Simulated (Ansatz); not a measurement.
InSb, pressure series

Start from InSb in the zinc blende structure (space group F-43m, No. 216; a = 6.519 Å).

Cell and atoms are relaxed at each pressure.

All numbers come from Kohn–Sham DFT with the PBEsol functional, run in Ansatz (a first-principles code) with PAW and 420 eV plane waves, no SOC.

```json
[
 {"change": "base", "shortest interatomic distance": "2.823 Å", "density": "5.67 g/cm³"},
 {"change": "pressure −2 GPa", "shortest interatomic distance": "2.874 Å", "density": "5.38 g/cm³"},
 {"change": "pressure −1 GPa", "shortest interatomic distance": "2.846 Å", "density": "5.53 g/cm³"},
 {"change": "pressure 0.9 GPa", "shortest interatomic distance": "2.804 Å", "density": "5.79 g/cm³"},
 {"change": "pressure 2.1 GPa", "shortest interatomic distance": "(withheld)", "density": "(withheld)"},
 {"change": "pressure 4.5 GPa", "shortest interatomic distance": "2.743 Å", "density": "6.18 g/cm³"},
 {"change": "pressure 9 GPa", "shortest interatomic distance": "2.687 Å", "density": "6.57 g/cm³"},
 {"change": "pressure 15 GPa", "shortest interatomic distance": "2.631 Å", "density": "7.01 g/cm³"},
 {"change": "pressure 22.5 GPa", "shortest interatomic distance": "2.577 Å", "density": "7.46 g/cm³"},
 {"change": "pressure 30 GPa", "shortest interatomic distance": "2.534 Å", "density": "7.84 g/cm³"}
]
```

Task: Some entries are withheld; estimate them.

Result: 
- pressure 2.1 GPa, shortest interatomic distance: 2.782 Å
- pressure 2.1 GPa, density: 5.93 g/cm³

Load acts through the strain it causes; cell and atoms are relaxed under it. Stability against distortions was not tested. Tetrahedral semiconductors of this kind turn to denser phases somewhere between about 1 and 50 GPa; those were not computed, so compressed cells here can lie past the real transition. All final runs are without spin polarisation.
